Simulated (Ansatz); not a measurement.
## BeSe, pressure series

The parent structure is BeSe in the zinc blende structure (space group F-43m, No. 216; a = 5.178 Å).

Cell and atoms are relaxed at each pressure.

The values are results of PBE (Ansatz, a first-principles code, PAW, no spin-orbit coupling), not measurements.

Candidates:
(a) pressure 30 GPa
(b) pressure 15 GPa
(c) pressure −2 GPa
(d) pressure 100 GPa
(e) pressure 3 GPa

Before the change:

| Quantity | Result |
|---|---|
| Band gap | 2.67 eV |

Problem. Order them by band gap, highest first.

Solution. (c) pressure −2 GPa (2.73 eV), (e) pressure 3 GPa (2.59 eV), (b) pressure 15 GPa (2.32 eV), (a) pressure 30 GPa (2.03 eV), (d) pressure 100 GPa (1.06 eV)

Load acts through the strain it causes; cell and atoms are relaxed under it. Whether these cells are dynamically stable was not tested. No other phases were tried under pressure.
